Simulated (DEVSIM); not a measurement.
Device: Si p+/n-/n+ power diode, at 400 K.

Layer 1 from the left is Si, thickness (μm) 0.570, Na (cm⁻³) 5.8e18, τn (s) 2.2e-7, τp (s) 2.2e-7. Layer 2 from the left is Si, thickness (μm) 21.0, Nd (cm⁻³) 5.7e15, τn (s) 2.2e-7, τp (s) 2.2e-7. Layer 3 from the left is Si, thickness (μm) 5.20, Nd (cm⁻³) 1.7e18, τn (s) 2.2e-7, τp (s) 2.2e-8.

Left contact: ohmic. Right contact: ohmic. Voltage is applied to the left contact. Recombination: SRH at mid-gap, Auger. Mobility is constant in doping.

Constants are typed, rounded textbook-type inputs, not results; the design itself was drawn at random and stands for no fabricated device. Values at 300 K; Nc and Nv go as T^1.5, mobilities as T to minus their exponent, the gap by Varshni's rule with the affinity fixed.

Si: gap (eV) 1.124, affinity (eV) 4.05, permittivity 11.7, Nc (cm⁻³) 2.86e19, Nv (cm⁻³) 3.1e19, μn (cm²/Vs) 1417, μp (cm²/Vs) 470, T exponent of μn 2.3, T exponent of μp 2.2, Cn (cm⁶/s) 2.8e-31, Cp (cm⁶/s) 9.9e-32, Varshni α (eV/K) 0.000473, Varshni β (K) 636.

DEVSIM, 1D drift-diffusion, Boltzmann statistics, complete ionisation; no tunnelling, impact ionisation, image-force lowering or self-heating.

### Question
What does the simulation give for the dark forward voltage at 100 A/cm², the dark forward voltage at 1 A/cm², the potential step across the device at zero bias?

### Answer
dark forward voltage at 100 A/cm² 0.664 V; dark forward voltage at 1 A/cm² 0.426 V; potential step across the device at zero bias 0.912 V.
